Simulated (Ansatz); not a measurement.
# Ba₂Ti₂N₃F₃ (model structure, P-4m2, No. 115, 10 atoms in the cell)

Method: PBEsol+SOC in Ansatz (PAW).

Numerical settings: plane-wave cutoff 520 eV, 8×8×4 k mesh (along the axes of the cell as run), Fermi–Dirac smearing 0.01 eV, PAW data made under PBE.

Cell (relaxed with PBEsol):

```cif
data_Ba2F3N3Ti2
_chemical_formula_sum 'Ba2 Ti2 F3 N3'
_space_group_name_H-M_alt 'P-4m2'
_space_group_IT_number 115
_space_group_name_Hall 'P -4 -2'
_cell_length_a 4.02070
_cell_length_b 4.02070
_cell_length_c 8.37215
_cell_angle_alpha 90.000
_cell_angle_beta 90.000
_cell_angle_gamma 90.000
loop_
_atom_site_label
_atom_site_type_symbol
_atom_site_symmetry_multiplicity
_atom_site_Wyckoff_symbol
_atom_site_fract_x
_atom_site_fract_y
_atom_site_fract_z
_atom_site_occupancy
Ba1 Ba 1 b 0.50000 0.50000 0.00000 1
Ti1 Ti 2 e 0.00000 0.00000 0.27584 1
F1 F 2 g 0.00000 0.50000 0.23360 1
N1 N 2 g 0.50000 0.00000 0.24895 1
F2 F 1 a 0.00000 0.00000 0.00000 1
Ba2 Ba 1 c 0.50000 0.50000 0.50000 1
N2 N 1 d 0.00000 0.00000 0.50000 1
```

```
Quantity                                       Value
-------------------------------------------  -------
band gap                                     1.36 eV
smallest direct gap on the k points sampled  1.38 eV
```

Note: the relaxation could raise the start's symmetry but not lower it, so the cell can be a saddle point.

Static lattice: no zero-point or thermal effects.

It cost around 8 core-minutes (rough) of CPU time.

A model structure was made by putting elements into a prototype or built by hand; it is no filed structure, need not be a known phase, and can be a saddle point held by its symmetry.

Ansatz is a first-principles code.
